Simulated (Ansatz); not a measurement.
**ZrRh3 (Pm-3m, No. 221, 4 atoms in the cell; start mp-229)**

Method: LDA (plane waves, PAW; Ansatz, a program for electronic structure).

Numerical settings: plane-wave cutoff 520 eV, 14×14×14 k mesh, Fermi–Dirac smearing 0.05 eV, no spin polarisation, scalar-relativistic PAW data made under PBE.

Cell (relaxed at this level):

```xyz
4
Lattice="3.8760 0.0000 0.0000 0.0000 3.8760 0.0000 0.0000 0.0000 3.8760" Properties=species:S:1:pos:R:3 pbc="T T T"
Zr     0.0000     0.0000     0.0000
Rh     1.9380     1.9380     0.0000
Rh     0.0000     1.9380     1.9380
Rh     1.9380     0.0000     1.9380
```

```
Property           Value
---------------  -------
bulk modulus B0  255 GPa
```

Note: the run has no spin polarisation, so it can have missed a magnetic state; the bulk modulus is −V dP/dV from two relaxed cells at ±2 % in volume; the relaxation could not lower the start's symmetry, so the cell can be a saddle point above a distorted one.

Computed values are for the static lattice.

A start named mp-… is a Materials Project structure, which need not be a measured phase.
